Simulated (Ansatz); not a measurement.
## Effect of x(Hf) = 0.25, 12 atoms, Pmmm on TiB2

Take TiB2 (space group P6/mmm, No. 191; a = 3.025 Å, c = 3.223 Å) as the base.

The other end (x = 1) is HfB2 (space group P6/mmm, No. 191): 9.88 Å³/atom, gap zero.

Perturbation: Hf replaces 25.0 % of the Ti, ordered in a cell of 12 atoms (starting symmetry Pmmm) and fully relaxed.

Method: plane-wave PAW DFT at the r2SCAN level (Ansatz, a quantum-chemistry and plane-wave program, 500 eV), no SOC. Γ-centred 15×14×5 mesh, Fermi–Dirac width 0.05 eV, for the changed cell.

```csv
quantity,base,changed,shift
density,4.52 g/cm³,6.36 g/cm³,+1.84 g/cm³
shortest interatomic distance,1.746 Å,1.739 Å,-0.007 Å
band gap,zero,zero,–
mixing energy (to 0.01 eV only: unlike meshes or grids),–,+0.02 eV/atom,–
deviation of the volume from the linear (Vegard-type) interpolation,–,+0.4 %,–
```

Final structure:

```yaml
crystal:
  lattice:
    - [3.05724, 0.00000, 0.00000]
    - [0.00000, 3.29861, 0.00000]
    - [0.00000, 0.00000, 10.57886]
  atoms:
    - { symbol: Ti, position: [0.00000, 0.00000, 0.74619] }
    - { symbol: Ti, position: [0.50000, 0.00000, 0.50000] }
    - { symbol: Ti, position: [0.00000, 0.00000, 0.25381] }
    - { symbol: Hf, position: [0.50000, 0.00000, 0.00000] }
    - { symbol: B, position: [0.00000, 0.50000, 0.58226] }
    - { symbol: B, position: [0.50000, 0.50000, 0.33591] }
    - { symbol: B, position: [0.00000, 0.50000, 0.08780] }
    - { symbol: B, position: [0.50000, 0.50000, 0.82849] }
    - { symbol: B, position: [0.50000, 0.50000, 0.66409] }
    - { symbol: B, position: [0.00000, 0.50000, 0.41774] }
    - { symbol: B, position: [0.50000, 0.50000, 0.17151] }
    - { symbol: B, position: [0.00000, 0.50000, 0.91220] }
```

Each cell is one ordered arrangement of few atoms, which overstates ordering effects compared with a random alloy. Stability against distortions was not tested. The final runs are not spin-polarised.
